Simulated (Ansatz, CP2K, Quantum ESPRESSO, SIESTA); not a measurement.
# Code comparison for La₃GaBr₃ (Pm-3m, 7 atoms in the cell)

Self-consistent single point.

```
La3GaBr3
1.0
    6.13658     0.00000     0.00000
    0.00000     6.13658     0.00000
    0.00000     0.00000     6.13658
La Ga Br
3 1 3
Cartesian
  0.00000   3.06829   3.06829
  3.06829   0.00000   3.06829
  3.06829   3.06829   0.00000
  3.06829   3.06829   3.06829
  0.00000   0.00000   3.06829
  3.06829   0.00000   0.00000
  0.00000   3.06829   0.00000
```

All programs got the same cell, k-point mesh and kind of occupations (in Ansatz's words: kpoints.mp_grid.grid = 3 3 3; scf.occupations.method = gaussian; scf.occupations.width = 0.136 eV); potentials, basis and cutoffs are each program's usual ones.

```
code                                                                                                                                      model  pressure (GPa)  k-points       cutoff
----------------  -----------------------------------------------------------------------------------------------------------------------------  --------------  --------  -----------
Quantum ESPRESSO                                                          PBEsol, PseudoDojo standard norm-conserving (PBESOL) pseudopotentials           -2.13         4       110 Ry
CP2K                                                                 PBEsol, GPW, DZVP-MOLOPT-SR-GTH basis, GTH-PBE potentials (GTH_POTENTIALS)           -1.47        14  grid 600 Ry
SIESTA            GGA PBEsol, numerical atomic orbitals DZP, PseudoDojo PBEsol standard norm-conserving potentials (rewritten from UPF to PSML)           -1.95        14  grid 400 Ry
Ansatz                                                                                                          PBEsol, PAW files made with PBE           -2.10         4      default
```

The spread over the programs that give each value: pressure within 0.66 GPa.

The starting cell comes from a database of computed structures (which also holds hypothetical and non-ambient phases and stackings), without a prior relaxation at this level. On Ansatz's run: Without a gap this mesh is coarse (it stands for a supercell whose shortest vector is 18 Å).

Q: Why do the programs differ, and what cannot be compared?

A: Differences of this kind can come from the potentials, where these differ, and from what each basis and cutoff leave unconverged. The zero of total energies and Fermi levels follows the potentials and each program's conventions, so they are not compared here. CP2K and SIESTA use small atom-centred bases, whose incompleteness enters pressures, forces and empty levels differently from a plane-wave cutoff. Ansatz's pressure is given at a fixed set of plane waves, as the other plane-wave codes print theirs. The programs reduce the same mesh by symmetry to different extents, which changes the work and not the result.

The shared mesh is coarse (it stands for a supercell whose shortest vector is 18 Å), so the values are not converged in it.

Left out of this page: ABINIT (stopped by limits of time or memory); Elk and FLEUR (not drawn, or without a comparable value).

Ansatz is an electronic-structure program.

Keys are those of Ansatz 0.2.
